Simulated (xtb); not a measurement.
xtb 6.7.1, GFN2-xTB: Fc1cc(-c2ccc3c(c2)sc2ccccc23)sc1-c1ccccc1, 38 atoms. The geometry is a generated start, not checked to be a minimum at this level.

| Item | Value |
|---|---|
| run flags | --grad |
| method | GFN2-xTB |
| --acc | 1 (default) |
| --etemp (K) | 300 (default) |
| basis functions | 125 |
| valence electrons | 120 |

One run each on 1 thread. Values of broydamp tried: 0.02, 0.05, 0.1, 0.2, 0.4 (default), 0.6, 0.8, 1.

### Question
Predict the course of the SCC iterations along this series.

### Answer
Fewest SCC iterations, within one of each other: 0.2 with 12, 0.4 (default) with 12, 0.6 with 12, 0.8 with 13. The count rises to 18 at 0.02. All converge to one solution.

| broydamp | SCC iterations | end |
|---|---|---|
| 0.02 | 18 | same solution |
| 0.05 | 17 | same solution |
| 0.1 | 15 | same solution |
| 0.2 | 12 | same solution |
| 0.4 (default) | 12 | same solution |
| 0.6 | 12 | same solution |
| 0.8 | 13 | same solution |
| 1 | 14 | same solution |
